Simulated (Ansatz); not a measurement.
Cell A: Si (diamond, Fd-3m), 2 atoms in the cell, k-point mesh 10×10×10 on the run's own vectors.
Space group Fd-3m, origin choice 1 (No. 227); a = 5.470 Å, b = 5.470 Å, c = 5.470 Å, α = 90.00°, β = 90.00°, γ = 90.00°

```json
[
 {"atom": "Si", "site": "8b", "symmetry": "-43m", "x": "0.5000", "y": "0.5000", "z": "0.5000"}
]
```
(The calculation used a cell of 2 atoms; values per cell refer to that cell.)

Cell B: SiC (3C, zinc blende, F-43m), 2 atoms in the cell, k-point mesh 14×14×14 on the run's own vectors.
Space group F-43m (No. 216); a = b = c = 4.380 Å, α = β = γ = 90.00°

```
atom  site  symmetry       x       y       z
----  ----  --------  ------  ------  ------
Si      4d      -43m  0.7500  0.7500  0.7500
C       4a      -43m  0.0000  0.0000  0.0000
```
(The calculation used a cell of 2 atoms; values per cell refer to that cell.)

Cell C: C (diamond, Fd-3m), 2 atoms in the cell, k-point mesh 16×16×16 on the run's own vectors.
C has the cubic space group Fd-3m, origin choice 1 (No. 227), the diamond structure, Pearson symbol cF8. Lattice parameters: a = b = c = 3.5716 Å, α = β = γ = 90.00°. C on 8b is coordinated by 4 C at 1.547 Å (tetrahedral). (Neighbours: up to the widest gap in distance over summed covalent radii, below 1.35, at either atom.)
(The calculation used a cell of 2 atoms; values per cell refer to that cell.)

Cell D: BN (zinc blende, F-43m), 2 atoms in the cell, k-point mesh 16×16×16 on the run's own vectors.
```xyz
2
Lattice="0.0000 1.8124 1.8124 1.8124 0.0000 1.8124 1.8124 1.8124 0.0000" Properties=species:S:1:pos:R:3 pbc="T T T"
B      0.0000     0.0000     0.0000
N      2.7185     2.7185     2.7185
```

Cell E: AlN (wurtzite, P6₃mc), 4 atoms in the cell, k-point mesh 12×12×8 on the run's own vectors.
Space group P6₃mc (No. 186); a = 3.1302 Å, b = 3.1302 Å, c = 5.0180 Å, α = 90.00°, β = 90.00°, γ = 120.00°

```tsv
atom	site	symmetry	x	y	z
Al	2b	3m.	0.6667	0.3333	0.4992
N	2b	3m.	0.3333	0.6667	0.3808
```

Cell F: Ga2O3 (C2/m), 10 atoms in the cell, k-point mesh 12×6×12 on the run's own vectors.
```yaml
crystal:
  lattice:
    - [0.00000, 3.08324, 0.00000]
    - [-1.39786, 0.00000, 5.70860]
    - [6.22743, -1.54162, 0.00643]
  atoms:
    - { symbol: Ga, position: [0.65850, 0.31423, 0.31699] }
    - { symbol: Ga, position: [0.34150, 0.68577, 0.68301] }
    - { symbol: Ga, position: [0.08992, 0.79475, 0.17983] }
    - { symbol: Ga, position: [0.91008, 0.20525, 0.82017] }
    - { symbol: O, position: [0.49602, 0.25667, 0.99204] }
    - { symbol: O, position: [0.50398, 0.74333, 0.00796] }
    - { symbol: O, position: [0.17369, 0.56433, 0.34737] }
    - { symbol: O, position: [0.82631, 0.43567, 0.65263] }
    - { symbol: O, position: [0.83648, 0.89078, 0.67295] }
    - { symbol: O, position: [0.16352, 0.10922, 0.32705] }
```

Plane-wave PAW calculations with Ansatz (a quantum-chemistry and plane-wave program), its default PAW set, cutoff 500 eV. The structures are at rest with PBE; other levels are single points on them. Neutral cells; Fermi-Dirac smearing of at most 0.05 eV in the solids, energies taken to zero width. The lattices are those relaxed with PBE, so at other levels the solids can be strained. No structure search was made; lower ones may exist. Spin-orbit coupling is left out. A dispersion term ran beside these levels; it doesn't touch the electrons. Gaps are highest filled to lowest empty Kohn-Sham level on the run's k-point mesh, states of defects and surfaces included; edges off the mesh make the true gap smaller, and under 0.08 eV counts as none.

Problem. Rank these by band gap (eV) (lowest first), as r2SCAN gives it.

Solution. A (0.80 (indirect)), B (1.72 (indirect)), F (2.65 (indirect)), C (4.34 (indirect)), E (4.67 (direct)), D (4.99 (indirect))
